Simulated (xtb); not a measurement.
xtb 6.7.1, GFN2-xTB: La(OMe)2(acac) (C[O][La]1([O]C)[O]C(C)=CC(C)=[O]->1), 25 atoms. The geometry is a generated start, not checked to be a minimum at this level.

| Quantity | Value |
|---|---|
| run flags | --grad |
| method | GFN2-xTB |
| --acc | 1 (default) |
| --etemp (K) | 300 (default) |
| basis functions | 67 |
| valence electrons | 68 |

```xyz
25

La     0.5023    -0.7754    -0.5526
O      2.2691    -0.5816    -1.4549
C      2.3101    -0.5811    -2.8421
H      2.0084     0.4021    -3.2536
H      3.3419    -0.7758    -3.1759
H      1.6595    -1.3719    -3.2726
O     -0.1693    -2.5765    -1.0595
C      0.7015    -3.6549    -0.9907
H      0.8118    -4.0158     0.0493
H      0.2992    -4.4874    -1.5904
H      1.7006    -3.3940    -1.3955
C     -2.2138     2.7975    -0.4792
C     -1.3224     1.6929     0.0456
C     -1.1362     1.5995     1.4327
C     -0.3474     0.6518     2.1022
C     -0.2755     0.7259     3.6116
O      0.3207    -0.2771     1.5580
O     -0.8051     0.9344    -0.8284
H     -2.6441     3.3914     0.3196
H     -1.6298     3.4388    -1.1375
H     -3.0085     2.3547    -1.0767
H     -1.6482     2.3278     2.0421
H      0.7625     0.8681     3.9078
H     -0.8818     1.5308     4.0124
H     -0.6058    -0.2242     4.0282
```

Charge 0 and multiplicity 1 are set for this test and not shown to be the ground state.

One run each on 1 thread. Values of broydamp tried: 0.02, 0.05, 0.1, 0.2, 0.4 (default), 0.6, 0.8, 1.

**Question.** Predict the course of the SCC iterations along this series.

**Answer.** Fewest SCC iterations, within one of each other: 0.1 with 19, 0.2 with 18, 0.4 (default) with 18. The count rises to 73 at 1. All converge to one solution.

| broydamp | SCC iterations | end |
|---|---|---|
| 0.02 | 29 | same solution |
| 0.05 | 25 | same solution |
| 0.1 | 19 | same solution |
| 0.2 | 18 | same solution |
| 0.4 (default) | 18 | same solution |
| 0.6 | 22 | same solution |
| 0.8 | 28 | same solution |
| 1 | 73 | same solution |
